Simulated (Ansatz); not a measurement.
The reference is CuI in the zinc blende structure (space group F-43m, No. 216).

```
CuI
1.0
    0.00000     2.96966     2.96966
    2.96966     0.00000     2.96966
    2.96966     2.96966     0.00000
Cu I
1 1
Direct
  0.00000   0.00000   0.00000
  0.25000   0.25000   0.25000
```

Cartesian axes are those of the cell as printed.

Level of theory: PBEsol (Ansatz, a quantum-chemistry and plane-wave program; PAW; 420 eV plane waves; no spin-orbit coupling).

Before the change:

* **Valley order**: Γ 1.17 eV; L along ⟨111⟩ 2.11 eV; X along ⟨100⟩ 2.47 eV
* **Shortest interatomic distance**: 2.572 Å
* **Electron mass**: 0.14 mₑ (at Γ)

Modification: compressive biaxial strain of 2.50 % in the plane normal to [111], as in epitaxy on a mismatched substrate; the out-of-plane cell vector and the atoms relax.

Estimate the effect on the valley order, in-plane stress, shortest interatomic distance, ratio −ε⊥/ε∥ and electron mass.

The valley order (the lowest conduction-band minima on the path, energy above the VBM, named in the base's zone) goes from Γ 1.17 eV; L along ⟨111⟩ 2.11 eV; X along ⟨100⟩ 2.47 eV to Γ 1.20 eV; L along [1-11] 2.00 eV; X along [100] 2.27 eV; L along [111] 2.45 eV; the mean in-plane stress (compression positive) amounts to +2.3 GPa; the shortest interatomic distance shrinks by 0.023 Å, from 2.572 Å to 2.549 Å; the ratio −ε⊥/ε∥ comes out as 0.86; the electron mass goes from 0.14 mₑ (at Γ) to 0.12 mₑ out of plane, 0.16 mₑ in plane (at Γ).

With I present, leaving out spin-orbit coupling can change the band edges. The levels and masses belong to the bands next to the band gap. Masses are band curvatures over ±0.01 Å⁻¹ around the edge. Whether these cells are dynamically stable was not tested. The final runs are not spin-polarised.
